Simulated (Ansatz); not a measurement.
## Effect of pressure 10 GPa on SrTiO3

Start from SrTiO3 in the cubic perovskite structure (space group Pm-3m, No. 221; a = 3.9070 Å).

Now apply this change: a hydrostatic pressure of 10 GPa.

All numbers come from r2SCAN in Ansatz (plane waves to 500 eV, PAW, no spin-orbit coupling). Settings: 9×9×9 k-points, 0.05 eV Fermi–Dirac smearing.

Volume per atom: 11.37 Å³ (base 11.93 Å³)
Density: 5.36 g/cm³ (base 5.11 g/cm³)
Shortest interatomic distance: 1.923 Å (base 1.953 Å)
Enthalpy H = E + PV relative to the base's energy: +0.73 eV/atom
Band gap: 2.37 eV (base 2.26 eV)
Gap character: indirect, R → Γ (base indirect, R → Γ)
Mean gap deformation potential ΔEg/Δln V: -2.2 eV

Final structure:

```
SrTiO3
1.0
    3.84543     0.00000     0.00000
    0.00000     3.84543     0.00000
    0.00000     0.00000     3.84543
Sr Ti O
1 1 3
Direct
  0.00000   0.00000   0.00000
  0.50000   0.50000   0.50000
  0.00000   0.50000   0.50000
  0.50000   0.50000   0.00000
  0.50000   0.00000   0.50000
```

Load acts through the strain it causes; cell and atoms are relaxed under it. Stability against distortions was not tested. Competing high-pressure phases were not computed. All final runs are without spin polarisation. Many cubic perovskites are stable only at high temperature; tilts and polar distortions were not tested.

Ansatz is a program for electronic structure.
